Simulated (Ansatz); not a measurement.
Start from CdS in the zinc blende structure (space group F-43m, No. 216; a = 5.8778 Å).

Levels (all Ansatz, a quantum-chemistry and plane-wave program, PAW): r2SCAN (500 eV, spin-orbit coupling left out); HSE06+SOC (420 eV, noncollinear with spin-orbit coupling).

The geometry is relaxed with r2SCAN.

| Item | Result |
|---|---|
| r2SCAN band gap | 1.54 eV |
| r2SCAN valence-band top at Γ | 0.00, 0.00, 0.00 eV |

Task: What does HSE06+SOC give at this geometry for the band gap and valence-band top at Γ?

Result: The band gap grows by 0.54 eV to 2.08 eV; the valence-band top at Γ (three highest Kramers pairs, from the VBM) goes from 0.00, 0.00, 0.00 eV to 0.00, 0.00, -0.06 eV. The threefold valence maximum splits by Δso ≈ 0.06 eV.

Single points use the geometry relaxed with r2SCAN. The spin-orbit shifts are approximate. Whether these cells are dynamically stable was not tested.
